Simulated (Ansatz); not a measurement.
V3Si: pressure series

Consider V3Si in the A15 (Cr3Si type) structure (space group Pm-3n, No. 223).

```cif
data_Si2V6
_chemical_formula_sum 'V6 Si2'
_space_group_name_H-M_alt 'P 1'
_space_group_IT_number 1
_cell_length_a 4.70117
_cell_length_b 4.70117
_cell_length_c 4.70117
_cell_angle_alpha 90.000
_cell_angle_beta 90.000
_cell_angle_gamma 90.000
loop_
_space_group_symop_operation_xyz
  'x, y, z'
loop_
_atom_site_label
_atom_site_type_symbol
_atom_site_fract_x
_atom_site_fract_y
_atom_site_fract_z
_atom_site_occupancy
V1 V 0.25000 0.00000 0.50000 1
V2 V 0.75000 0.00000 0.50000 1
V3 V 0.00000 0.50000 0.25000 1
V4 V 0.00000 0.50000 0.75000 1
V5 V 0.50000 0.25000 0.00000 1
V6 V 0.50000 0.75000 0.00000 1
Si1 Si 0.00000 0.00000 0.00000 1
Si2 Si 0.50000 0.50000 0.50000 1
```

Cell and atoms are relaxed at each pressure.

Method: PBE (Ansatz, a first-principles code; PAW; 420 eV plane waves; spin-orbit coupling left out).

Notes on the quantities. enthalpy: H = E + PV relative to the base's energy.

```
change            shortest interatomic distance     density       enthalpy
----------------  -----------------------------  ----------  -------------
base                                    2.351 Å  5.78 g/cm³              –
pressure −2 GPa                         2.359 Å  5.72 g/cm³  -0.16 eV/atom
pressure −1 GPa                         2.355 Å  5.75 g/cm³  -0.08 eV/atom
pressure 1.8 GPa                              ?           ?  +0.15 eV/atom
pressure 4.2 GPa                        2.334 Å  5.91 g/cm³  +0.34 eV/atom
pressure 9 GPa                          2.317 Å  6.04 g/cm³  +0.71 eV/atom
pressure 18 GPa                         2.289 Å  6.26 g/cm³  +1.40 eV/atom
pressure 30 GPa                         2.257 Å  6.54 g/cm³  +2.28 eV/atom
pressure 45 GPa                         2.223 Å  6.84 g/cm³  +3.33 eV/atom
pressure 60 GPa                         2.194 Å  7.11 g/cm³  +4.34 eV/atom
```

What belongs in the blanks?


- pressure 1.8 GPa, shortest interatomic distance: 2.343 Å
- pressure 1.8 GPa, density: 5.84 g/cm³

Load acts through the strain it causes; cell and atoms are relaxed under it. Whether these cells are dynamically stable was not tested. Competing high-pressure phases were not computed. Seeded moments were not kept for the base. The final runs are not spin-polarised.
